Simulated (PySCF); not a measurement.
PySCF 2.14.0, PBE/def2-svpd, df: Sr(OH)(OMe) (C[O][Sr][OH]), 8 atoms. The geometry is a generated start, not checked to be a minimum at this level.

```
Property                                             Value
-------------------------  -------------------------------
task                                                energy
method                                                 pbe
basis                                            def2-svpd
two-electron scheme                        density fitting
mol.max_memory                                     3000 MB
mf.max_cycle                                           100
mf.init_guess                              minao (default)
mf.DIIS                                    CDIIS (default)
mf.conv_tol                                1e-09 (default)
mf.grids.level                                 3 (default)
effective core potentials  those of the basis set, past Kr
basis functions                                        124
grid points                                         103424
```

```xyz
8

Sr     1.5200    -1.0361     1.0017
O      0.9130     0.6101     2.0825
H      1.1825     1.5256     2.0144
O      0.3190    -1.0276    -0.7759
C     -0.7533    -0.1870    -1.0134
H     -0.4601     0.8776    -1.0334
H     -1.1608    -0.4418    -2.0015
H     -1.5603    -0.3207    -0.2744
```

One run each on 2 threads, 1 BLAS thread. Values of diis_space tried: 3, 5, 8 (default), 12, 20.

How does the count of Fock builds change with diis_space, and where is it least?

Fewest Fock builds, within one of each other: 8 (default) with 15, 12 with 15, 20 with 15. The count rises to 43 at 3. All converge to one solution.

```json
[
 {"diis_space": "3", "Fock builds": "43", "end": "same solution"},
 {"diis_space": "5", "Fock builds": "17", "end": "same solution"},
 {"diis_space": "8 (default)", "Fock builds": "15", "end": "same solution"},
 {"diis_space": "12", "Fock builds": "15", "end": "same solution"},
 {"diis_space": "20", "Fock builds": "15", "end": "same solution"}
]
```
